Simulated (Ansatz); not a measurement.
## Effect of tensor shear ε_xy = +1.71 % on KF

Start from KF in the rock salt structure (space group Fm-3m, No. 225; a = 5.307 Å). Axes: x, y, z lie along the cube axes.

One thing is altered: tensor shear ε_xy = +1.71 % (engineering shear γ = 0.0342); the atoms relax in the strained cell.

Method: PBEsol/PAW in Ansatz (a first-principles code), scalar-relativistic without spin-orbit coupling. Γ-centred 11×11×11 mesh, Fermi–Dirac width 0.05 eV.

* **Volume per atom**: 18.68 Å³ (base 18.68 Å³)
* **Space group**: Immm (No. 71) (base Fm-3m (No. 225))
* **Shortest interatomic distance**: 2.653 Å (base 2.653 Å)
* **Energy relative to the base (free energy F)**: +0.9 meV/atom
* **Pressure (mean of the normal stresses, compression positive)**: -0.01 GPa (base -0.01 GPa)
* **Band gap**: 6.13 eV (base 6.15 eV)
* **Gap character**: direct at Γ (base direct at Γ)
* **Electron mass**: 0.54 mₑ (at Γ) (base 0.54 mₑ (at Γ))
* **Valence-band top at Γ (three highest levels, from the VBM)**: 0.00, -0.02, -0.03 eV (base 0.00, 0.00, 0.00 eV)
* **Stress (xx, yy, zz, yz, xz, xy; compression positive)**: (-0.01, -0.01, -0.03, 0.00, 0.00, -0.47) GPa

Final structure:

```
CELL_PARAMETERS angstrom
      0.04537     2.65339     2.65339
      2.65339     0.04537     2.65339
      2.69876     2.69876     0.00000
ATOMIC_POSITIONS crystal
  K  0.00000 0.00000 0.00000
  F  0.50000 0.50000 0.50000
```

Masses are band curvatures over ±0.01 Å⁻¹ around the edge. Stability against distortions was not tested. k-point labels follow each cell's own Brillouin zone.
